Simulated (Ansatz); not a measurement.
Consider ZnO in the wurtzite structure (space group P6_3mc, No. 186; a = 3.187 Å, c = 5.153 Å). Axes: x lies along a and z along c of the hexagonal cell.

All numbers come from LDA (Ansatz, a first-principles code), scalar-relativistic without spin-orbit coupling.

Base values:

Pressure: 0.00 GPa

Modification: biaxial strain −1.80 %, plane normal [001], relaxed out of plane (Cartesian); in-plane vectors clamped, the third vector and the atoms free.

Question: Predict the new pressure.

Answer: The pressure (mean of the normal stresses, compression positive) goes from zero to 2.83 GPa.

Question: What does the calculation give for the ratio −ε⊥/ε∥ after the change?

Answer: The ratio −ε⊥/ε∥ amounts to 1.01.

Whether these cells are dynamically stable was not tested.
